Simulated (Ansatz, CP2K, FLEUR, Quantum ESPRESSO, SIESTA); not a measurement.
# LaAlH₆ (R-3m, 8 atoms in the cell) computed with different codes at matched settings

Self-consistent single point, at a second geometry (lattice scaled by 0.98). First geometry:

```xyz
8
Lattice="3.2743 1.8904 2.1076 -3.2743 1.8904 2.1076 0.0000 -3.7808 2.1076" Properties=species:S:1:pos:R:3 pbc="T T T"
La     0.0000     0.0000     3.1614
Al     0.0000     0.0000     0.0000
H      2.1221     1.2252     3.2112
H     -2.1221    -1.2252     3.1117
H     -2.1221     1.2252     3.2112
H      2.1221    -1.2252     3.1117
H      0.0000    -2.4504     3.2112
H      0.0000     2.4504     3.1117
```

Shared settings, as Ansatz (a program for electronic structure) writes them: kpoints.mp_grid.grid = 6 6 6; scf.occupations.method = fixed. Potentials and cutoffs stand in the table.

```tsv
code	model	ΔF from the first geometry (meV/atom)	pressure (GPa)	largest force (eV/Å)	gap on the mesh (eV)	cutoff
Quantum ESPRESSO	PBEsol, GBRV 1.5 ultrasoft (PBESOL) pseudopotentials	0.0	2.49	0.356	2.322	40 Ry
FLEUR	PBEsol, all-electron FLAPW (FLEUR), scalar-relativistic valence	0.4	–	0.363	2.354	Kmax 4.8 1/bohr
Ansatz	PBEsol, PAW files made with PBE	-0.2	2.30	0.356	2.354	default
SIESTA	GGA PBEsol, numerical atomic orbitals DZP, PseudoDojo PBEsol standard norm-conserving potentials (rewritten from UPF to PSML)	6.9	4.53	0.399	1.798	grid 350 Ry
CP2K	PBEsol, GPW, DZVP-MOLOPT-SR-GTH basis, GTH-PBE potentials (GTH_POTENTIALS)	-1.9	2.11	0.332	2.129	grid 500 Ry
```

A dash marks a value that a program does not give, or that is left out as unsure.

Gaps are read on the mesh.

The spread over the programs that give each value: ΔF from the first geometry within 8.8 meV/atom; pressure within 2.42 GPa; largest force within 0.067 eV/Å; gap on the mesh within 0.556 eV.

SIESTA and CP2K use small atom-centred bases, whose incompleteness enters pressures, forces and empty levels differently from a plane-wave cutoff. FLEUR treats all electrons, but the usual bases taken here (sphere radii, linearisation, local orbitals, empty states) were not tested for convergence, so the values are no reference for the others. Ansatz's pressure is given at a fixed set of plane waves, as the other plane-wave codes print theirs; with its correction for the finite basis it is 2.42 GPa. In the pressure, SIESTA (by 2.13) lies more than 1 GPa from the median of the plane-wave programs. In the gap, SIESTA (by 0.539) and CP2K (by 0.208) lie more than 0.12 eV from the median of the plane-wave programs.

The starting cell comes from a database of computed structures (which also holds hypothetical and non-ambient phases and stackings), without a prior relaxation at this level. Its lattice was rescaled by a random factor within 2.5 % of one. For this run, on top of that: lattice scaled by 0.98.

Keys are those of Ansatz 0.2.
